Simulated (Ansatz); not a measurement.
# A computed series for CdSe: response to strain

Base system: CdSe in the wurtzite structure (space group P6_3mc, No. 186; a = 4.383 Å, c = 7.154 Å). Axes: x lies along a and z along c of the hexagonal cell.

Strains are applied to the cell and any free atomic positions relax; under biaxial strain the out-of-plane vector relaxes too.

Computed with Ansatz (a first-principles code), PBE, PAW, cutoff 420 eV, no spin-orbit coupling.

Candidates:
(a) biaxial strain −2.40 %, plane normal [001], relaxed out of plane
(b) biaxial strain −0.60 %, plane normal [001], relaxed out of plane
(c) biaxial strain −3.00 %, plane normal [001], relaxed out of plane
(d) biaxial strain −1.20 %, plane normal [001], relaxed out of plane

Task: Order them by out-of-plane strain, lowest first.

Result: (b) biaxial strain −0.60 %, plane normal [001], relaxed out of plane (+0.51 %), (d) biaxial strain −1.20 %, plane normal [001], relaxed out of plane (+1.02 %), (a) biaxial strain −2.40 %, plane normal [001], relaxed out of plane (+2.03 %), (c) biaxial strain −3.00 %, plane normal [001], relaxed out of plane (+2.54 %)

Stability against distortions was not tested.
